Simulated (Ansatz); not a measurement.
We consider Zn₂SnO₄ (Imma, No. 74, 14 atoms in the cell; start mp-35493), described by PBE0 (plane waves, PAW; Ansatz, a program for electronic structure).

Numerical settings: plane-wave cutoff 460 eV, 4×4×4 k mesh, Fermi–Dirac smearing 0.01 eV, scalar-relativistic PAW data made under PBE.

Cell (relaxed with PBEsol):

```xyz
14
Lattice="-2.9962 3.1211 4.3355 2.9962 -3.1211 4.3355 2.9962 3.1211 -4.3355" Properties=species:S:1:pos:R:3 pbc="T T T"
Zn     0.0000     4.6817     1.2300
Zn     2.9962    -1.5606     3.1054
Zn     1.4981     1.5606     2.1677
Zn    -1.4981     1.5606     2.1677
Sn     2.9962     0.0000     0.0000
Sn     0.0000     0.0000     4.3355
O      2.9962     0.1078     2.0436
O      0.0000     3.0133     2.2919
O      2.9962     3.0133     2.0436
O      0.0000     0.1078     2.2919
O      1.5889     1.5606     0.0087
O      1.4073     1.5606     4.3268
O      4.4034     1.5606     0.0087
O     -1.4073     1.5606     4.3268
```

Question: What does this level give for the band gap?

Answer: 
* **band gap**: 3.49 eV (on the SCF k mesh)

Note: cell and atoms aren't relaxed at this level (pressure -0.6 GPa).

Spin–orbit coupling is not included.

A start named mp-… is a Materials Project structure, which need not be a measured phase.
